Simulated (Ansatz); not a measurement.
```yaml
crystal:
  lattice:
    - [5.43163, 0.00000, 0.00000]
    - [0.00000, 8.51573, 0.00000]
    - [0.00000, 4.25787, 2.45828]
  atoms:
    - { symbol: Si, position: [0.66667, 0.00000, 0.46880] }
    - { symbol: Si, position: [0.00000, 0.46880, 0.06240] }
    - { symbol: Si, position: [0.33333, 0.53120, 0.46880] }
    - { symbol: O, position: [0.45218, 0.85546, 0.87598] }
    - { symbol: O, position: [0.78551, 0.73144, 0.68166] }
    - { symbol: O, position: [0.11885, 0.41310, 0.44236] }
    - { symbol: O, position: [0.54782, 0.26856, 0.87598] }
    - { symbol: O, position: [0.21449, 0.58690, 0.68166] }
    - { symbol: O, position: [0.88115, 0.14454, 0.44236] }
```

Space group of this cell: P3_221. The cell is taken as given.

Transport runs along the normal of the first two printed cell vectors, the (110) plane of the conventional cell.

The gap is the functional's own. No spin-orbit coupling. Mid-gap values are interpolated on the energy grid.

### Question
Compute, with Ansatz (a first-principles code) with r2SCAN, the band gap and the smallest decay constant κ at mid-gap.

### Answer
Gap 6.60 eV on a 6×12×12 mesh; κ = 0.507 1/Å, at the zone centre.
